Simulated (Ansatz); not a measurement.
System: B-vacancy pair (B on one host Si site, one Si site vacant) in silicon (charge state +1). Computed with PBE, PAW (plane waves to 420 eV; Ansatz, a first-principles code).

Cell of 216 host sites held at the relaxed PBE lattice; one k-point at (0.250, 0.250, 0.250); Fermi-Dirac width 0.01 eV, spin-restricted; finite-size errors left in. Static, classical nuclei. The charge state is imposed; whether it is stable for some Fermi level was not computed. Forms of the defect that were not tried may lie lower.

Barriers: single points on a 2×2×2 k-point mesh shifted by half a step at the bands' geometries (they differ from the bands' own by up to 0.09 eV, and are uncertain by about as much).

The step: one Si atom jumps into the vacancy from a nearby Si site (B-vacancy distance between ideal sites 3.87 → 4.54 Å). Atoms about the jump, Cartesian Å from the middle of the jump, before and after:

```json
[
 {"atom": "Si1", "x0": "-0.69", "y0": "-0.63", "z0": "0.73", "x1": "0.69", "y1": "0.63", "z1": "-0.73"},
 {"atom": "Si2", "x0": "1.91", "y0": "2.01", "z0": "0.74", "x1": "1.98", "y1": "1.98", "z1": "0.74"},
 {"atom": "Si3", "x0": "-0.70", "y0": "2.01", "z0": "-1.92", "x1": "-0.76", "y1": "2.00", "z1": "-1.98"},
 {"atom": "Si4", "x0": "-2.09", "y0": "0.69", "z0": "2.10", "x1": "-2.04", "y1": "0.60", "z1": "2.08"},
 {"atom": "Si5", "x0": "0.66", "y0": "-2.04", "z0": "2.08", "x1": "0.60", "y1": "-2.04", "z1": "2.09"},
 {"atom": "Si6", "x0": "2.01", "y0": "-1.08", "z0": "-2.36", "x1": "1.83", "y1": "-0.91", "z1": "-2.15"},
 {"atom": "Si7", "x0": "-1.99", "y0": "-2.04", "z0": "-0.70", "x1": "-2.12", "y1": "-2.18", "z1": "-0.78"},
 {"atom": "B8", "x0": "0.61", "y0": "-2.10", "z0": "-3.38", "x1": "0.64", "y1": "-2.08", "z1": "-3.38"}
]
```

Task: Where do these atoms stand at the saddle point, and how high is it?

Result: 
```csv
atom,x,y,z
Si1,0.01,0.16,0.10
Si2,1.82,1.86,0.79
Si3,-0.75,1.85,-1.82
Si4,-1.89,0.69,1.90
Si5,0.65,-1.94,1.95
Si6,1.82,-0.97,-2.15
Si7,-2.03,-2.10,-0.78
B8,0.61,-2.09,-3.37
```
It lies 0.54 eV above the start and 0.40 eV above the end. The saddle point's order was not checked.
